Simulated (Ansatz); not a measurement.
Take GaAs in the zinc blende structure (space group F-43m, No. 216; a = 5.659 Å) as the base.

The values are results of Kohn–Sham DFT with the PBEsol functional, run in Ansatz (a first-principles code) with PAW and 420 eV plane waves, without spin-orbit coupling, not measurements.

Base values:

The shortest interatomic distance is 2.450 Å. The smallest direct gap is 0.42 eV. The electron mass is 0.025 mₑ (at Γ), the hole mass comes out as 0.025, 0.34, 0.34 mₑ (at Γ) and the gap character is direct at Γ.

Modification: Al takes the place of Ga on all its sites, then cell and atoms are relaxed.

Tabulated Pauling electronegativity and covalent radius: Ga 1.81, 1.22 Å; Al 1.61, 1.21 Å.

Task: Predict the new shortest interatomic distance.

Result: The shortest interatomic distance rises by 0.007 Å to 2.457 Å.

Task: What does the calculation give for the smallest direct gap after the change?

Result: The smallest direct gap grows by 1.485 eV (0.42 eV → 1.91 eV).

Task: What happens to the electron mass?

Result: The electron mass goes from 0.025 mₑ (at Γ) to 0.87 mₑ along k, 0.24 mₑ across (at X).

Task: How does this affect the hole mass?

Result: The hole mass (degenerate bands, along [100]) becomes 0.11, 0.48, 0.48 mₑ (at Γ) (base: 0.025, 0.34, 0.34 mₑ (at Γ)).

Task: How does this affect the gap character?

Result: The gap character becomes indirect, Γ → X (base: direct at Γ).

Masses are band curvatures over ±0.01 Å⁻¹ around the edge. Along k means along the line from Γ to the band edge. No phonon test of stability was made.
